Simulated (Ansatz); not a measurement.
Ansatz (a program for electronic structure) run on LuCd (P4mm, 2 atoms in the cell): self-consistent single point.

Level of theory: PBEsol, default PAW files made with PBE (plane waves; Ansatz).

```xyz
2
Lattice="3.6228 0.0000 0.0000 0.0000 3.6228 0.0000 0.0000 0.0000 3.6228" Properties=species:S:1:pos:R:3 pbc="T T T"
Lu     1.8114     1.8114     1.8614
Cd     0.0000     0.0000     0.0000
```

Reference input (self-consistent single point, DFT, PBEsol, plane waves, default PAW files made with PBE): basis.ecutwfc = 420 eV; kpoints.mp_grid.grid = 9 9 9; hamiltonian.xc = pbesol; hamiltonian.pseudopotentials = {kind: paw} (the program's default PAW files); scf.occupations.method = fermi_dirac; scf.occupations.width = 0.1 eV. This run's input differs from it in these lines:

Ansatz 0.2 input:
```diff
@@ -9,3 +9,3 @@
 basis:
-  ecutwfc: 420.0
+  ecutwfc: 335.0
 kpoints:
```

Log, with long lists cut:

```
SCF iter   1: F=—  HF=-22796.155357 eV  |F-HF|=—  |Δ(HF+E_count)|=         —  Δρ=5.09e-3  dr2=9.21e-3  ethr=1.77e-3  ⟨swp⟩=5.9  Hψ=7934  notcnv=0
all-band conjugate gradients solve this SCF's bands
preconditioner: auto → Kerker (q_TF=auto, 2.703 Å⁻¹)
SCF iter   2: F=—  HF=-22796.152372 eV  |F-HF|=—  |Δ(HF+E_count)|=   2.99e-3  Δρ=1.36e-3  dr2=6.33e-4  ethr=2.05e-5  ⟨swp⟩=2.5  Hψ=4504  notcnv=0
SCF iter   3: F=—  HF=-22796.152340 eV  |F-HF|=—  |Δ(HF+E_count)|=   3.26e-5  Δρ=5.66e-4  dr2=5.42e-5  ethr=1.41e-6  ⟨swp⟩=2.9  Hψ=3916  notcnv=0
SCF iter   4: F=—  HF=-22796.152343 eV  |F-HF|=—  |Δ(HF+E_count)|=   3.05e-6  Δρ=2.54e-4  dr2=1.58e-5  ethr=1.20e-7  ⟨swp⟩=3.5  Hψ=4475  notcnv=0
SCF iter   5: F=—  HF=-22796.152339 eV  |F-HF|=—  |Δ(HF+E_count)|=   4.04e-6  Δρ=4.92e-5  dr2=7.21e-7  ethr=3.52e-8  ⟨swp⟩=2.6  Hψ=3872  notcnv=0
SCF iter   6: F=—  HF=-22796.152340 eV  |F-HF|=—  |Δ(HF+E_count)|=   9.52e-7  Δρ=1.48e-5  dr2=1.10e-7  ethr=2.22e-10  ⟨swp⟩=10.9  Hψ=13911  notcnv=0
SCF iter   7: F=-22796.152339 eV  HF=-22796.152340 eV  |F-HF|=3.86e-8  |Δ(HF+E_count)|=   4.53e-8  Δρ=5.04e-6  dr2=1.65e-8  ethr=2.22e-10  ⟨swp⟩=5.7  Hψ=8841  notcnv=0
SCF 1 converged in 7 iterations: F = -22796.152339 eV  dr2 = 1.65e-8
Free energy (F): -22796.152339 eV
Internal energy: -22796.102730 eV  (E = F + TS)
E sigma→0 (E₀):  -22796.127535 eV
Entropy (-TS):   -0.049610 eV (-24.805 meV/atom)
Fermi energy:    15.116423 eV
--- Forces (eV/Å), atoms counted from 1 ---
  atom   1  Lu    -0.00000000     0.00000000    -0.16195825
  atom   2  Cd    -0.00000000     0.00000000     0.16197688
--- Stress (GPa, compression-positive) ---
       -0.802660       0.000000      -0.000000
        0.000000      -0.802660       0.000000
       -0.000000       0.000000      -0.841503
  P = ⅓ Tr σ = -0.8156 GPa (-8.156 kbar)
  The stress holds the Pulay correction. Without it, at fixed plane waves, as pw.x and ABINIT print it: P = -1.7179 GPa
```

The run converged in 7 iterations. Against the reference run the free energy goes up by 10.0 meV/atom, the pressure moves little (-0.81 to -0.82 GPa) and the largest force moves little (0.163 to 0.162 eV/Å).

The starting cell comes from a database of computed structures (which also holds hypothetical and non-ambient phases and stackings), without a prior relaxation at this level. Its lattice was rescaled by up to half a per cent. One atom was moved a little off its site on purpose. Ansatz's pressure includes its estimate of the finite-basis (Pulay) stress. Without the estimate this run gives -1.72 GPa. The cutoff lies below the one recommended for these files.
